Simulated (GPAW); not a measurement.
Input and output of a self-consistent single point for HfAl₅Ni₂ (I4/mmm, 8 atoms in the cell) (GPAW).

Level of theory: LDA (Perdew-Wang 92), GPAW PAW datasets LDA (gpaw-data 1.0.1) (plane waves; GPAW).

The change in words: lattice scaled by 0.98. Reference geometry:
```xyz
8
Lattice="-1.9901 1.9901 7.1993 1.9901 -1.9901 7.1993 1.9901 1.9901 -7.1993" Properties=species:S:1:pos:R:3 pbc="T T T"
Hf     0.0000     0.0000     0.0000
Al     0.0000     1.9901     2.1222
Al     1.9901     0.0000     5.0771
Al     1.9901     0.0000     2.1222
Al     0.0000     1.9901     5.0771
Al     0.0000     0.0000     7.1993
Ni     0.0000     0.0000     3.4568
Ni     0.0000     0.0000    10.9417
```

Reference input (self-consistent single point, DFT LDA (Perdew-Wang 92), plane waves, GPAW PAW datasets LDA (gpaw-data 1.0.1)): mode = pw; ecut = 800 eV; xc = LDA; kpts = 7 7 7; mesh shift (steps) = 0 0 0; occupations.name = fermi-dirac; occupations.width = 0.1 eV; nbands = -12; convergence.density = 1e-05 e/electron; convergence.energy = 1e-05 eV/electron; symmetry.symmorphic = false; symmetry.tolerance = 0.0005. This run's input differs from it in these lines:

```diff
@@ -5,5 +5,5 @@
 atoms = Atoms(['Hf', 'Al', 'Al', 'Al', 'Al', 'Al', 'Ni', 'Ni'],
-              cell=[[-1.990080, 1.990080, 7.199275],
-                    [1.990080, -1.990080, 7.199275],
-                    [1.990080, 1.990080, -7.199275]],
+              cell=[[-1.950278, 1.950278, 7.055290],
+                    [1.950278, -1.950278, 7.055290],
+                    [1.950278, 1.950278, -7.055290]],
               scaled_positions=[[0.000000, 0.000000, 0.000000],
```

Output (repeated stretches shortened):

```
     iter     time        total  log10-change:
                         energy   eigst   dens
iter:   1 --:--:--   -52.004145
iter:   2 --:--:--   -51.008791   -0.23  -1.31
iter:   3 --:--:--   -50.726659   -0.81  -1.33
iter:   4 --:--:--   -51.097771   -1.59  -1.36
iter:   5 --:--:--   -50.752927   -1.40  -1.61
   [... 2 lines left out ...]
iter:   8 --:--:--   -50.740972   -2.62  -2.19
iter:   9 --:--:--   -50.728942   -3.43  -2.52
iter:  10 --:--:--   -50.727778   -3.65  -2.67
iter:  11 --:--:--   -50.727386   -5.33  -3.01
iter:  12 --:--:--   -50.727274c  -5.67  -3.09
iter:  13 --:--:--   -50.727138c  -4.90  -3.17
iter:  14 --:--:--   -50.727071c  -5.46  -3.61
iter:  15 --:--:--   -50.727068c  -6.90  -3.86
iter:  16 --:--:--   -50.727067c  -5.84  -3.90
iter:  17 --:--:--   -50.727061c  -6.75  -4.14
iter:  18 --:--:--   -50.727060c  -7.91c -4.24
iter:  19 --:--:--   -50.727061c  -8.06c -4.30
iter:  20 --:--:--   -50.727059c  -7.65c -4.36
iter:  21 --:--:--   -50.727058c  -8.34c -4.47
iter:  22 --:--:--   -50.727057c  -8.66c -4.54
iter:  23 --:--:--   -50.727058c  -8.48c -4.59
iter:  24 --:--:--   -50.727058c  -9.11c -4.91
iter:  25 --:--:--   -50.727058c  -8.50c -4.98
iter:  26 --:--:--   -50.727058c  -9.73c -5.41c
Converged after 26 iterations.

Dipole moment: (-0.000000, -0.000000, -0.000000) |e|*Ang

Energy contributions relative to reference atoms: (reference = -525134.626765)

Kinetic:        +73.169580
Potential:      -50.149602
External:        +0.000000
XC:             -73.278996
Entropy (-ST):   -0.069982
Local:           -0.433049
SIC:             +0.000000
--------------------------
Free energy:    -50.762049
Extrapolated:   -50.727058

Showing only first 2 kpts
 Kpt  Band  Eigenvalues  Occupancy
  0    27      9.02222    1.85725
  0    28      9.50253    0.19289
  0    29      9.50253    0.19289
  0    30     10.47516    0.00001

  1    27      9.09157    1.73344
  1    28      9.44253    0.32566
  1    29      9.67793    0.03628
  1    30     10.19953    0.00020

Fermi level: 9.27880

No gap
   [... lines left out ...]
  2 Al   -0.00000   -0.00000    0.09987
  3 Al    0.00000    0.00000   -0.09987
  4 Al    0.00000   -0.00000    0.09987
  5 Al    0.00000    0.00000    0.00000
  6 Ni   -0.00000   -0.00000    0.05592
  7 Ni   -0.00000   -0.00000   -0.05592

Stress tensor:
    -0.033540     0.000000     0.000000
     0.000000    -0.033540     0.000000
     0.000000     0.000000    -0.033954
Stress (GPa, Voigt): [-5.3737 -5.3737 -5.4401  0.      0.      0.    ]
```

The run converged in 26 iterations. GPAW prints stress with tension positive. Against the reference run the free energy rises by 3.3 meV/atom, the pressure goes from -3.67 to 5.40 GPa and the largest force moves little (0.101 to 0.100 eV/Å).

The starting cell comes from a database of computed structures (which also holds hypothetical and non-ambient phases and stackings), without a prior relaxation at this level. For this run, on top of that: lattice scaled by 0.98. Spin polarisation is off. With a pressure of about 5 GPa the cell is away from its equilibrium volume at this level.

Cost on one core of a shared machine: roughly 7 min.
